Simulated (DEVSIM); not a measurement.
System: Cr/SiO2/p-Si capacitor, at 300 K.

```tsv
layer (left to right)	material	thickness (nm)	Na (cm⁻³)
1	SiO2	51.0	-
2	Si	1700	1.1e17
```

Metal gate on the left, work function 4.5 eV. Fixed charge at the semiconductor interface 1.3e12 cm⁻² (in units of +e); interface traps 3e11 cm⁻² eV⁻¹, uniform in energy, neutral level at 0.3 of the gap above the valence band.

Constants are typed, rounded textbook-type inputs, not results; the design itself was drawn at random and stands for no fabricated device. Values at 300 K.

```
parameter      SiO2       Si
-------------  ----  -------
gap (eV)          9    1.124
affinity (eV)   0.9     4.05
permittivity    3.9     11.7
Nc (cm⁻³)         -  2.86e19
Nv (cm⁻³)         -   3.1e19
```

DEVSIM, 1D Poisson equation in equilibrium, Boltzmann statistics, complete ionisation; no quantum confinement or tunnelling. Metal contacts follow the ideal Schottky-Mott rule: no Fermi-level pinning, no interface dipoles.

Question: Tabulate band edges, carrier densities and field at -6.75 V on the gate.

Answer: Energies count from the Fermi level of the right contact; mesh points crowd at the junctions.

```json
[
 {"x (μm)": "0.000", "Ec (eV)": "10.350", "Ev (eV)": "1.350", "n (cm⁻³)": "< 1e2", "p (cm⁻³)": "< 1e2", "field (V/cm)": "-1200000"},
 {"x (μm)": "0.001514", "Ec (eV)": "10.168", "Ev (eV)": "1.168", "n (cm⁻³)": "< 1e2", "p (cm⁻³)": "< 1e2", "field (V/cm)": "-1200000"},
 {"x (μm)": "0.005114", "Ec (eV)": "9.736", "Ev (eV)": "0.736", "n (cm⁻³)": "< 1e2", "p (cm⁻³)": "< 1e2", "field (V/cm)": "-1200000"},
 {"x (μm)": "0.01299", "Ec (eV)": "8.790", "Ev (eV)": "-0.210", "n (cm⁻³)": "< 1e2", "p (cm⁻³)": "< 1e2", "field (V/cm)": "-1200000"},
 {"x (μm)": "0.03523", "Ec (eV)": "6.119", "Ev (eV)": "-2.881", "n (cm⁻³)": "< 1e2", "p (cm⁻³)": "< 1e2", "field (V/cm)": "-1200000"},
 {"x (μm)": "0.04465", "Ec (eV)": "4.988", "Ev (eV)": "-4.012", "n (cm⁻³)": "< 1e2", "p (cm⁻³)": "< 1e2", "field (V/cm)": "-1200000"},
 {"x (μm)": "0.04884", "Ec (eV)": "4.484", "Ev (eV)": "-4.516", "n (cm⁻³)": "< 1e2", "p (cm⁻³)": "< 1e2", "field (V/cm)": "-1200000"},
 {"x (μm)": "0.05108", "Ec (eV)": "1.074", "Ev (eV)": "-0.050", "n (cm⁻³)": "< 1e2", "p (cm⁻³)": "4.5e18", "field (V/cm)": "-180000"},
 {"x (μm)": "0.05274", "Ec (eV)": "1.052", "Ev (eV)": "-0.073", "n (cm⁻³)": "< 1e2", "p (cm⁻³)": "1.9e18", "field (V/cm)": "-110000"},
 {"x (μm)": "0.05683", "Ec (eV)": "1.022", "Ev (eV)": "-0.102", "n (cm⁻³)": "190", "p (cm⁻³)": "6.0e17", "field (V/cm)": "-49000"},
 {"x (μm)": "0.06613", "Ec (eV)": "0.996", "Ev (eV)": "-0.128", "n (cm⁻³)": "540", "p (cm⁻³)": "2.2e17", "field (V/cm)": "-16000"},
 {"x (μm)": "0.1013", "Ec (eV)": "0.979", "Ev (eV)": "-0.145", "n (cm⁻³)": "1000", "p (cm⁻³)": "1.1e17", "field (V/cm)": "-740"},
 {"x (μm)": "0.1699", "Ec (eV)": "0.978", "Ev (eV)": "-0.146", "n (cm⁻³)": "1100", "p (cm⁻³)": "1.1e17", "field (V/cm)": "≈ 0"},
 {"x (μm)": "0.3297", "Ec (eV)": "0.978", "Ev (eV)": "-0.146", "n (cm⁻³)": "1100", "p (cm⁻³)": "1.1e17", "field (V/cm)": "≈ 0"},
 {"x (μm)": "0.9293", "Ec (eV)": "0.978", "Ev (eV)": "-0.146", "n (cm⁻³)": "1100", "p (cm⁻³)": "1.1e17", "field (V/cm)": "≈ 0"},
 {"x (μm)": "1.399", "Ec (eV)": "0.978", "Ev (eV)": "-0.146", "n (cm⁻³)": "1100", "p (cm⁻³)": "1.1e17", "field (V/cm)": "≈ 0"},
 {"x (μm)": "1.606", "Ec (eV)": "0.978", "Ev (eV)": "-0.146", "n (cm⁻³)": "1100", "p (cm⁻³)": "1.1e17", "field (V/cm)": "≈ 0"},
 {"x (μm)": "1.689", "Ec (eV)": "0.978", "Ev (eV)": "-0.146", "n (cm⁻³)": "1100", "p (cm⁻³)": "1.1e17", "field (V/cm)": "≈ 0"},
 {"x (μm)": "1.732", "Ec (eV)": "0.978", "Ev (eV)": "-0.146", "n (cm⁻³)": "1100", "p (cm⁻³)": "1.1e17", "field (V/cm)": "≈ 0"},
 {"x (μm)": "1.744", "Ec (eV)": "0.978", "Ev (eV)": "-0.146", "n (cm⁻³)": "1100", "p (cm⁻³)": "1.1e17", "field (V/cm)": "≈ 0"},
 {"x (μm)": "1.748", "Ec (eV)": "0.978", "Ev (eV)": "-0.146", "n (cm⁻³)": "1100", "p (cm⁻³)": "1.1e17", "field (V/cm)": "≈ 0"},
 {"x (μm)": "1.751", "Ec (eV)": "0.978", "Ev (eV)": "-0.146", "n (cm⁻³)": "1100", "p (cm⁻³)": "1.1e17", "field (V/cm)": "≈ 0"}
]
```
